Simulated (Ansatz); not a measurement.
We consider fluorite PbF2 (high-temperature phase), described by PBE0-D3(BJ) (PAW; Ansatz, an electronic-structure program).

Run with plane-wave cutoff 460 eV, 8×8×8 k mesh, Fermi–Dirac smearing 0.01 eV, scalar-relativistic PAW data made under PBE.

Energies at three volumes about the minimum:

```
V (Å³/atom)  E − E_lowest (meV/atom)
-----------  -----------------------
16.762                          2.68
17.191                          0.00
17.621                          2.43
```

Fit a parabola by hand: where is the minimum, what lattice constant follows, and what is the bulk modulus?

Slopes: (0.00 − 2.68)/(17.191 − 16.762) = -6.247 and (2.43 − 0.00)/(17.621 − 17.191) = 5.651 meV/Å³. Curvature E″ = 2 × (5.651 − (-6.247))/(17.621 − 16.762) = 27.702 meV/Å⁶. From the middle of the first interval, the slope vanishes at V0 = 16.9765 − (-6.247)/27.702 = 17.202 Å³/atom. B = V0 E″ = 17.202 × 27.702 meV/Å³ × 0.1602 GPa per meV/Å³ = 76.3 GPa. With 12 atoms in the cube, a = (12 × 17.202)^(1/3) = 5.910 Å. The full Birch–Murnaghan fit to all volumes gives V0 = 17.191 Å³/atom and B0 = 76.1 GPa.

Measured, for comparison: bulk modulus 64 GPa, lattice constant a 5.94 Å (temperature not stated, not corrected to a static lattice; as tabulated in Cadelano and Cappellini (2011), arXiv:1107.5962). Computed (rounded) less measured: bulk modulus +19 %.
